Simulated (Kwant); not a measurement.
System: Ge/Si0.2Ge0.8 stack with 1 barrier. One parabolic valley. Leads of mass 0.12 mₑ with the band edge at 0; grid 0.1 nm; bias swept from 0.0048 to 0.24 V, dropping linearly over the stack. Emitter Fermi level 0.024 eV, 300 K, equal in the collector.

```
layer  thickness (nm)  band offset (eV)  mass (mₑ)
-----  --------------  ----------------  ---------
1                 6.4              0.12       0.14
```

The device is made up for the run: typed textbook-type constants, with dimensions and the other settings drawn at random.

Model: one-band effective-mass tight-binding model in one dimension, coherent, no space charge, current by the Tsu-Esaki formula (Kwant).

| bias (V) | A | B | C | D |
|---|---|---|---|---|
| 0.004800 | 4830 | 30300 | 500 | 3120 |
| 0.01291 | 13000 | 81400 | 1330 | 8420 |
| 0.02913 | 30000 | 184000 | 2960 | 19300 |
| 0.04535 | 48300 | 289000 | 4710 | 31200 |
| 0.05346 | 58400 | 344000 | 5720 | 37700 |
| 0.06968 | 80800 | 458000 | 8200 | 52200 |
| 0.08590 | 107000 | 581000 | 11500 | 69400 |
| 0.09401 | 122000 | 645000 | 13700 | 79200 |
| 0.1102 | 157000 | 779000 | 19100 | 102000 |
| 0.1265 | 198000 | 918000 | 26500 | 129000 |
| 0.1427 | 247000 | 1050000 | 36600 | 161000 |
| 0.1508 | 274000 | 1120000 | 42900 | 180000 |
| 0.1670 | 335000 | 1240000 | 58700 | 221000 |
| 0.1832 | 404000 | 1330000 | 79100 | 267000 |
| 0.1913 | 441000 | 1370000 | 91400 | 292000 |
| 0.2076 | 518000 | 1420000 | 120000 | 345000 |
| 0.2238 | 598000 | 1440000 | 154000 | 401000 |
| 0.2400 | 676000 | 1440000 | 191000 | 456000 |

### Question
Column A is the base. The others each differ by one change: Fermi level in the emitter 0.024 → 0.012 eV; height of the first barrier 0.12 → 0.072 eV; temperature 300 → 150 K. Which is which?

### Answer
B: height of the first barrier 0.12 → 0.072 eV; C: temperature 300 → 150 K; D: Fermi level in the emitter 0.024 → 0.012 eV.
